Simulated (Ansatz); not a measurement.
For GePt (model structure, started from the FeB type, Pmmn, No. 59, 8 atoms in the cell), PBEsol (Ansatz, an electronic-structure program, plane waves, PAW) gives:

| Item | Result |
|---|---|
| volume per atom | 15.72 Å³/atom |
| enthalpy of formation | -0.345 eV/atom |

Q: What does PBE-D3(BJ) (Ansatz, PAW) give for the same quantities?

A: 
- equilibrium volume per atom: 15.81 Å³/atom (grows by 0.6 %)
- formation enthalpy: -0.339 eV/atom (moves by +0.006 eV/atom)

Changes are worked out from the printed values.

Unless a cell is named, each level is at its own relaxed cell (PBEsol 15.72, PBE-D3(BJ) 15.81 Å³/atom).

Levels without +SOC leave out spin–orbit coupling, which shifts energies and cells of such heavy elements.

Ansatz's density-functional and Hartree–Fock values are scalar-relativistic unless marked +SOC, with PAW data made under PBE.

A model structure was made by putting elements into a prototype or built by hand; it is no filed structure, need not be a known phase, and can be a saddle point held by its symmetry.
